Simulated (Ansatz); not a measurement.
**The (321) surface of fcc Pd in its 1x1 cell, outermost plane spacing 0.53 Å in the ideal cut**

Computed with r2SCAN, at the PBE geometry (plane waves to 500 eV, PAW; Ansatz, a first-principles code).

Set-up: 20 atoms, 10.0 Å thick at the start (thin: gaps and levels are the slab's own); mesh 8x6x1; 0.1 eV smearing; dipole correction on; single point; on the structure that PBE left under its start's symmetry; no spin, no spin-orbit, no U.

```
Item                                                                  Value
-----------------------------------  --------------------------------------
surface energy (mean of both faces)                               1.81 J/m²
work function of the top face                                       4.82 eV
cost                                 about 10 core-minutes (a rough figure)
```
